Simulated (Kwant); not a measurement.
Device: circular cavity between two wires in a GaN two-dimensional gas. Effective mass 0.22 mₑ, grid spacing 5 nm, hard walls, nominal width 60 nm (11 grid rows, so walls 60 nm apart), one parabolic valley, scattering region 500 nm long along x; energies count from the band bottom; Fermi energy swept from 0.00037983 to 0.0056974 eV. Cavity of radius 110 nm, straight part 0 nm, centre moved sideways by 0 nm.

Constants are typed, rounded textbook-type inputs, not results; the design itself was drawn at random and stands for no fabricated device.

Model: effective-mass tight-binding model on a square grid, one spin, coherent transport at 0 K (Kwant). Conductance is in e²/h.

Question: How many channels do the leads carry at E = 5.47, 5.56 meV?

Answer: The hard-wall thresholds are n² ħ²π²/(2mW²) = n² × 0.475 meV with W = 60 nm. √(5.47/0.475) = 3.40, so 3. √(5.56/0.475) = 3.42, so 3.
